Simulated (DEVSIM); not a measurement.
System: illuminated InP p-on-n cell, one wavelength, at 300 K.

```csv
layer (left to right),material,thickness (μm),Nd (cm⁻³),Na (cm⁻³),τn (s),τp (s),absorption coefficient (cm⁻¹)
1,InP,0.170,-,1.5e18,9e-12,5e-11,20000
2,InP,2.20,6.5e15,-,3.6e-10,3.6e-10,20000
```

Left contact: ohmic, minority electron recombination velocity 100 cm/s. Right contact: ohmic, minority hole recombination velocity 2000 cm/s. Voltage is applied to the left contact. Recombination: SRH at mid-gap, radiative, Auger. Light enters at the left, 4.4e16 photons cm⁻² s⁻¹, one pass, no reflection. Mobility is μmin + (μ − μmin)/(1 + (N/Nref)^α).

The device is made up for the run: typed textbook-type constants, with dimensions and the other settings drawn at random. Values at 300 K.

```
parameter          InP
-------------  -------
gap (eV)         1.344
affinity (eV)     4.38
permittivity      12.5
Nc (cm⁻³)       5.7e17
Nv (cm⁻³)       1.1e19
μn (cm²/Vs)       5200
μp (cm²/Vs)        170
μn,min             400
μp,min              10
Nref,n            3e17
Nref,p          4.9e17
αn                0.47
αp                0.62
B (cm³/s)      1.2e-10
Cn (cm⁶/s)       9e-31
Cp (cm⁶/s)       9e-31
```

Simulated with DEVSIM: 1D drift-diffusion, Boltzmann statistics, complete ionisation; no tunnelling, impact ionisation, image-force lowering or self-heating.

The doping Na of layer 1 was swept, all else fixed.

```
doping Na of layer 1 (cm^-3)  share of generated pairs collected at short circuit  largest power (mW/cm²)  potential step across the device at zero bias (V)  dark forward voltage at 100 A/cm² (V)
----------------------------  ---------------------------------------------------  ----------------------  -------------------------------------------------  -------------------------------------
4.5e16                                                                      0.813                    2.63                                              1.086                                  1.005
1.5e17                                                                      0.809                    2.63                                              1.117                                  1.027
4.5e17                                                                      0.802                    2.61                                              1.146                                  1.040
1.5e18                                                                      0.792                    2.58                                              1.177                                  1.047
4.5e18                                                                      0.779                    2.53                                              1.205                                  1.049
```

From the first row to the last the share of generated pairs collected at short circuit goes from 0.813 to 0.779. From the first row to the last the largest power goes from 2.63 to 2.53.
